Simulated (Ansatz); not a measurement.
# Si, pressure series

Take Si in the diamond structure (space group Fd-3m, No. 227; a = 5.444 Å) as the base.

Cell and atoms are relaxed at each pressure.

Computed with Kohn–Sham DFT with the r2SCAN functional, run in Ansatz (a quantum-chemistry and plane-wave program) with PAW and 500 eV plane waves, without spin-orbit coupling, earlier PAW set.

Candidates:
(a) pressure 1.8 GPa
(b) pressure −2 GPa
(c) pressure 4.2 GPa
(d) pressure 30 GPa

Before the change:

- Band gap: 0.78 eV

**Question.** Order them by band gap, lowest first.

**Answer.** (d) pressure 30 GPa (0.34 eV), (c) pressure 4.2 GPa (0.70 eV), (a) pressure 1.8 GPa (0.74 eV), (b) pressure −2 GPa (0.81 eV)

Load acts through the strain it causes; cell and atoms are relaxed under it. Whether these cells are dynamically stable was not tested. Measured, Si leaves this structure (for the β-tin structure) near 12 GPa (room temperature; as listed in arXiv:1906.07825).
